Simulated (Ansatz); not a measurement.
# WTe₂ (model structure, started from the fluorite type, Fm-3m, No. 225, 3 atoms in the cell): equilibrium lattice constant a by level of theory

No measured value is used here.

```
level (code)         value (Å)
-------------------  ---------
PBE (Ansatz)                 …
PBEsol (Ansatz)          6.568
PBE-D3(BJ) (Ansatz)      6.575
```

What belongs in the gaps?


- PBE (Ansatz, a program for electronic structure), value (Å): 6.658

Density-functional levels without +SOC have no spin–orbit coupling. Ansatz's density-functional and Hartree–Fock values are scalar-relativistic unless marked +SOC, with PAW data made under PBE.

A model structure was made by putting elements into a prototype or built by hand; it is no filed structure, need not be a known phase, and can be a saddle point held by its symmetry.
